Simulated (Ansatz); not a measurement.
For SnO₂ (P4₂/mnm, No. 136, 6 atoms in the cell; start mp-550172), LDA in Ansatz (plane waves, PAW) gives:

- volume per atom: 11.86 Å³/atom
- bulk modulus B0: 204 GPa
- cohesive energy: 5.85 eV/atom
- band gap: 1.16 eV

### Question
What does r²SCAN (Ansatz, an electronic-structure program, PAW) give for the same quantities?

### Answer

- equilibrium volume per atom: 12.09 Å³/atom (goes up by 1.9 %)
- bulk modulus: 204 GPa (is nearly the same)
- cohesive energy: 4.85 eV/atom (shrinks by 1.00 eV/atom)
- band gap: 1.77 eV (goes up by 0.61 eV)

Changes are worked out from the printed values.

Unless a cell is named, each level is at its own relaxed cell (LDA 11.86, r²SCAN 12.09 Å³/atom).

Levels without +SOC leave out spin–orbit coupling, which shifts energies and cells of such heavy elements.

Levels without +SOC have no spin–orbit coupling; where heavier elements are present it shifts gaps, mostly down, and can invert bands. Density-functional gaps are differences of (generalised) Kohn–Sham levels.

Caveats: the bulk modulus is −V dP/dV from two relaxed cells at ±2 % in volume (LDA, r²SCAN); the relaxation could not lower the start's symmetry, so the cell can be a saddle point above a distorted one (LDA, r²SCAN). Ansatz's density-functional and Hartree–Fock values are scalar-relativistic unless marked +SOC, with PAW data made under PBE.

A start named mp-… is a Materials Project structure, which need not be a measured phase.
